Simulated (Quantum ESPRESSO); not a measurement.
Sensitivity of a calculation on LaSi2 (P1, 6 atoms in the cell) to its settings

```yaml
crystal:
  lattice:
    - [-2.14050, 2.14050, 6.87500]
    - [2.14050, -2.14050, 6.87500]
    - [2.14050, 2.14050, -6.87500]
  atoms:
    - { symbol: Si, position: [0.41863, 0.41490, 0.00169] }
    - { symbol: Si, position: [0.16365, 0.66870, 0.49707] }
    - { symbol: Si, position: [0.33385, 0.83184, 0.49697] }
    - { symbol: Si, position: [0.58435, 0.58642, 0.00748] }
    - { symbol: La, position: [0.99788, 0.99484, 0.99282] }
    - { symbol: La, position: [0.75164, 0.25329, 0.50396] }
```

Base run A: LDA (PZ), GBRV 1.5 ultrasoft (LDA) pseudopotentials run with Quantum ESPRESSO, self-consistent single point.

Its settings: ecutwfc = 40 Ry; ecutrho = 200 Ry; occupations = smearing; smearing = methfessel-paxton; degauss = 0.0036749 Ry; potentials = {Si: si_lda_v1.uspp.F.UPF, La: la_lda_v1.uspp.F.UPF}; K_POINTS = automatic 4 4 6 0 0 0; conv_thr = 1e-10 Ry.

The starting cell comes from a database of published, mostly measured structures (it also holds non-ambient and calculated ones), without a prior relaxation at this level. Its atoms were displaced at random from the sites of space group no. 141.

ΔF is the free energy per atom less that of run A. 

Run A gave: pressure (GPa) -1.29; largest force (eV/Å) 0.697; k-points 128.

Runs:
- B: lattice scaled by 1.015
- C: conv_thr: 1e-10 Ry → 7.3e-12 Ry
- D: degauss: 0.0036749 Ry → 0.02205 Ry; K_POINTS: automatic 4 4 6 0 0 0 → automatic 3 3 4 0 0 0
- E: mixing_beta: default → 0.1

Task: What does run B change against A?

Result: The free energy goes up by 18.2 meV/atom, the pressure goes from -1.29 to -4.70 GPa and the largest force goes from 0.697 to 0.597 eV/Å.

| run | ΔF (meV/atom) | pressure (GPa) | largest force (eV/Å) | k-points |
|---|---|---|---|---|
| A | 0.00 | -1.29 | 0.697 | 128 |
| B | 18.2 | -4.70 | 0.597 | 128 |
| C | 0.00 | -1.29 | 0.697 | 128 |
| D | -10.9 | -1.48 | 0.710 | 57 |
| E | 0.00 | -1.29 | 0.697 | 128 |
